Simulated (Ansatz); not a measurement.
Consider ZrS$_{2}$ in the CdI2 type structure (space group P-3m1, No. 164; a = 3.674 Å, c = 5.860 Å; layered, stacked along the Cartesian z axis).

Method: Kohn–Sham DFT with the r2SCAN+rVV10 functional, run in Ansatz (a quantum-chemistry and plane-wave program) with PAW and 500 eV plane waves, no spin-orbit coupling.

For the base:

* **Band gap**: 1.17 eV
* **Gap character**: indirect, K–Γ (87 % along) → L
* **Pressure**: 0.01 GPa
* **Width of the top valence band**: 1.97 eV

The change: every lattice vector is shortened by 0.27 %, atoms relaxed at fixed cell.

### Question
Predict the new band gap, gap character, pressure and width of the top valence band.

### Answer
The band gap shrinks by 0.03 eV, from 1.17 eV to 1.14 eV; the gap character remains indirect, K–Γ (87 % along) → L; the pressure (mean of the normal stresses, compression positive) goes up by 0.38 GPa to 0.39 GPa; the width of the top valence band goes up by 0.025 eV (1.97 eV → 2.00 eV).

The cells carry an imposed strain or load. No phonon test of stability was made.
